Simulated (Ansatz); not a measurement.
The starting structures come from a database of crystals and need not be the phases stable at ambient conditions.

 Where the default PAW files enter, the runs use the earlier of Ansatz's two default sets.

By PBEsol, the system below comes out a metal.

The ballistic (Sharvin) conductance counts the channels at the Fermi level: G/A = (e²/h) × channels of both spins per area.

```yaml
crystal:
  lattice:
    - [2.87389, 0.00000, 0.00000]
    - [0.00000, 5.30173, 0.00000]
    - [1.43694, -2.65087, 2.42102]
  atoms:
    - { symbol: Ge, position: [0.06406, 0.25000, 0.00000] }
    - { symbol: Ge, position: [0.93594, 0.75000, 0.00000] }
```

Space group of this cell: Imma. The cell is strained (lengths along the current scaled by 0.97, ions clamped).

The current flows along the normal of the first two printed cell vectors. No spin-orbit coupling; the value is a mean over 0.1 eV about the Fermi level.

Give the ballistic conductance per area that PBEsol in Ansatz (an electronic-structure program) yields.

1.1 × 10¹⁵ S/m² for both spins.
